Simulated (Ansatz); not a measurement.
For antifluorite K2S, PBE in Ansatz (plane waves, PAW) gives:

- equilibrium lattice constant a = 7.463 Å
- bulk modulus B0 = 18.3 GPa
- cohesive energy = 2.68 eV/atom
- band gap at the measured cell = 2.40 eV

Problem. What does HSE06 in Ansatz (plane waves, PAW) give for the same quantities?

Solution. 
- lattice constant a: 7.422 Å (falls by 0.5 %)
- bulk modulus: 19.6 GPa (goes up by 7.1 %)
- cohesive energy: 2.66 eV/atom (hardly moves)
- band gap at the measured cell: 3.33 eV (goes up by 0.93 eV)

For comparison: lattice constant a 7.391 Å (measured, temperature not stated, no zero-point or thermal correction; as tabulated in Syrotyuk et al. (2015), arXiv:1510.06546); cohesive energy 2.9 ± 0.03 eV/atom (derived here from tabulated measurements, copied from a table, unchecked, brought to a static lattice with a Debye model, atoms in their spin–orbit ground levels; inputs from the CRC Handbook).

Changes are worked out from the printed values.

Unless a cell is named, each level is at its own relaxed cell (PBE 34.64, HSE06 34.07 Å³/atom).

Density-functional gaps are differences of (generalised) Kohn–Sham levels.

Ansatz's density-functional and Hartree–Fock values are scalar-relativistic unless marked +SOC, with PAW data made under PBE.

Ansatz is a quantum-chemistry and plane-wave program.
